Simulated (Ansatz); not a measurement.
Levels about the gap of amorphous Ga24O41P2 (67 atoms in a cell of 847 Å³, 4.69 g/cm³; zone centre alone, so wide bands show as single levels with stretches between that a denser mesh fills), at the geometry that PBE relaxed, where it gives -1.7 GPa on a denser mesh. The participation number counts the atoms over which a state spreads; weights are charges in smoothed Voronoi cells. The levels come from a single point, so bond lengths are those of that geometry. Method of the levels: PBE, scalar-relativistic without spin-orbit coupling (Ansatz, a quantum-chemistry and plane-wave program). Sampling: the zone centre alone; Fermi-Dirac width 0.02 eV; no spin polarisation. At PBE the levels at the filled edge of the gap are localised (band-tail or defect states), and the nearest spread-out levels lie 2.0 eV apart at the zone centre.

Preparation: random packing, a CHGNet melt and quench, and a DFT relaxation. O atoms were pushed apart under 1.9 Å during the dynamics, to hinder bonds among them. The hot cell started wider than the set density and was brought back towards it in steps. It is the lowest in DFT energy of 2 quenches. It is a model cell: composition and starting density were chosen by hand, and all elements were melted together. No dispersion term was used. Its density started from a set value of 4.69 and ended at 4.69 g/cm³. The simulated quench (nominally 280 K/ps over its main leg) is rapid and tends to freeze in more defects than a deposited or slowly cooled glass has. Values belong to this one cell and scatter from quench to quench. The volume was held where the preparation left it and the shape relaxed, at a PBE pressure of -1.7 GPa (tension). Stress components on the final sampling reach 1.8 GPa.

```json
[
 {"E - E(highest filled), eV": "-0.57", "filling": "filled", "participation number": "10.3", "largest on": "O, 3 neighbours", "weight O": "0.95", "weight Ga": "0.05", "weight P": "0.00"},
 {"E - E(highest filled), eV": "-0.51", "filling": "filled", "participation number": "15.3", "largest on": "O, 3 neighbours", "weight O": "0.94", "weight Ga": "0.06", "weight P": "0.00"},
 {"E - E(highest filled), eV": "-0.48", "filling": "filled", "participation number": "12.1", "largest on": "O, 3 neighbours", "weight O": "0.94", "weight Ga": "0.05", "weight P": "0.00"},
 {"E - E(highest filled), eV": "-0.46", "filling": "filled", "participation number": "12.2", "largest on": "O, 2 neighbours", "weight O": "0.95", "weight Ga": "0.05", "weight P": "0.00"},
 {"E - E(highest filled), eV": "-0.39", "filling": "filled", "participation number": "12.6", "largest on": "O, 3 neighbours", "weight O": "0.95", "weight Ga": "0.05", "weight P": "0.00"},
 {"E - E(highest filled), eV": "-0.33", "filling": "filled", "participation number": "5.7", "largest on": "O, 3 neighbours", "weight O": "0.95", "weight Ga": "0.05", "weight P": "0.00"},
 {"E - E(highest filled), eV": "0.00", "filling": "filled", "participation number": "2.8", "largest on": "O, 3 neighbours", "weight O": "0.95", "weight Ga": "0.05", "weight P": "0.00"},
 {"E - E(highest filled), eV": "1.51", "filling": "empty", "participation number": "58.6", "largest on": "Ga, 4 neighbours", "weight O": "0.52", "weight Ga": "0.47", "weight P": "0.01"},
 {"E - E(highest filled), eV": "3.74", "filling": "empty", "participation number": "25.7", "largest on": "Ga, 4 neighbours", "weight O": "0.54", "weight Ga": "0.46", "weight P": "0.00"},
 {"E - E(highest filled), eV": "3.99", "filling": "empty", "participation number": "41.9", "largest on": "Ga, 4 neighbours", "weight O": "0.57", "weight Ga": "0.43", "weight P": "0.00"},
 {"E - E(highest filled), eV": "4.16", "filling": "empty", "participation number": "39.8", "largest on": "Ga, 5 neighbours", "weight O": "0.57", "weight Ga": "0.43", "weight P": "0.01"},
 {"E - E(highest filled), eV": "4.25", "filling": "empty", "participation number": "39.2", "largest on": "Ga, 5 neighbours", "weight O": "0.54", "weight Ga": "0.45", "weight P": "0.01"},
 {"E - E(highest filled), eV": "4.44", "filling": "empty", "participation number": "44.0", "largest on": "Ga, 5 neighbours", "weight O": "0.56", "weight Ga": "0.44", "weight P": "0.00"},
 {"E - E(highest filled), eV": "4.65", "filling": "empty", "participation number": "35.5", "largest on": "Ga, 5 neighbours", "weight O": "0.53", "weight Ga": "0.46", "weight P": "0.01"}
]
```

Most localised among these is the filled level at +0.00 eV, on a O atom, which has 3 neighbours (Ga 1.92 Å, Ga 1.92 Å, Ga 1.95 Å).
